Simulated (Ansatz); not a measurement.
Bond-angle distributions (per cent of the angles at each element, bins of 10°) of a relaxed model of amorphous silicon oxide (Si₂₄O₄₇) at 2.20 g/cm³. These are PBE, scalar-relativistic without spin-orbit coupling (plane waves to 420 eV, PAW; Ansatz, a program for electronic structure) values and carry that method's errors. The usual formal charges leave 2 electrons over, so the level spacing at the Fermi energy parts defect or band states and needn't be the band gap.

A CHGNet melt-quench gave the starting glass, which DFT then relaxed. O atoms were pushed apart under 1.9 Å during the dynamics, to hinder bonds among them. The hot cell started wider than the set density and was brought back towards it in steps. It is the lowest in DFT energy of 2 quenches. It is a model cell: composition and starting density were chosen by hand, and all elements were melted together. No dispersion term was used. Its density started from a set value of 2.19 and ended at 2.20 g/cm³. The quench (nominally 88 K/ps over its main leg) was far faster than any real one, so the model tends to hold more defects than a real film. Values belong to this one cell and scatter from quench to quench. The volume was free in the relaxation, at fixed shape. Stress components on the final sampling reach 3.2 GPa.

Neighbours within Si-Si 2.60 Å, Si-O 1.90 Å, O-O 1.58 Å count as bonded. Two cations that share two anions don't count as bonded, nor two that share one unless they lie closer than Si-Si 2.38 Å.

```
angle (°)  at Si  at O
---------  -----  ----
50-60          0     0
60-70          0     0
70-80          0     0
80-90          0     0
90-100         1     0
100-110       58     0
110-120       40     6
120-130        1    15
130-140        0    36
140-150        0    21
150-160        0    11
160-170        0     9
170-180        0     2
```

They go with these counts of neighbours within the cut-offs, cation contacts included: Si mean 3.9, most often 4; O mean 2.0, most often 2.
